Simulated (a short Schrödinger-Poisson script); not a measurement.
**Symmetric double-gate stack, Al2O3 on p-type Si(100)**

Stack: symmetric double-gate stack, Al2O3 on p-type Si(100), at 300 K.

| layer | material | thickness (nm) | Na (cm⁻³) |
|---|---|---|---|
| 1 | Al2O3 | 6.3 | - |
| 2 | Si | 10 | 7e17 |
| 3 | Al2O3 | 6.3 | - |

The device is made up for the run: typed textbook-type constants, with dimensions and the other settings drawn at random. Al2O3: permittivity 9, conduction-band edge (eV) 2.7, gap (eV) 6.8, electron mass (mₑ) 0.3. Si: permittivity 11.7, conduction-band edge (eV) 0, gap (eV) 1.124, Nv at 300 K (cm⁻³) 3.1e19.

Channel valleys (confinement mass, in-plane density-of-states mass, number): Δ2 0.916, 0.19, 2; Δ4 0.19, 0.417, 4. At the gates, both at one voltage, the conduction-band edge of layer 1 lies 3.06 eV − eVg above the Fermi level of the channel. Gaps are held at their typed values at every temperature. Mesh 0.03 nm at interfaces.

Solved with a short Schrödinger-Poisson script written for these runs: 1D Poisson equation in equilibrium, electrons quantum, Hartree (BenDaniel-Duke, 12 states a valley, the channel's in-plane mass for all, wave functions free to enter the dielectric), parabolic valleys, classical holes, full ionisation, no traps, pinning or gate leakage.

```
Vg (V)  electrons (cm⁻²)  C (μF/cm²)  Δ2 E0 (meV)  Δ2 E1 (meV)  Δ4 E0 (meV)  Δ4 E1 (meV)
------  ----------------  ----------  -----------  -----------  -----------  -----------
0                 1.87e6     < 0.003        419.9        429.8        433.1        482.8
0.2               4.23e9      0.0264        220.2        230.1        233.5        283.2
0.4              7.97e11        1.42         85.2         92.3         98.8        145.2
0.6              2.90e12        1.85         50.3         53.0         67.7        107.2
0.8              5.32e12        2.00         30.7         31.7         54.6         88.5
1                7.87e12        2.08         16.0         16.4         46.8         76.6
1.2              1.05e13        2.13          4.1          4.3         41.4         67.8
1.4              1.32e13        2.16         -6.1         -6.0         37.1         61.0
1.6              1.59e13        2.19        -15.2        -15.1         33.6         55.2
1.8              1.86e13        2.21        -23.4        -23.4         30.6         50.3
```

Gate voltages with under 1e6 electrons/cm² are left out.

Subbands count from the Fermi level. The capacitance is that of both gates.
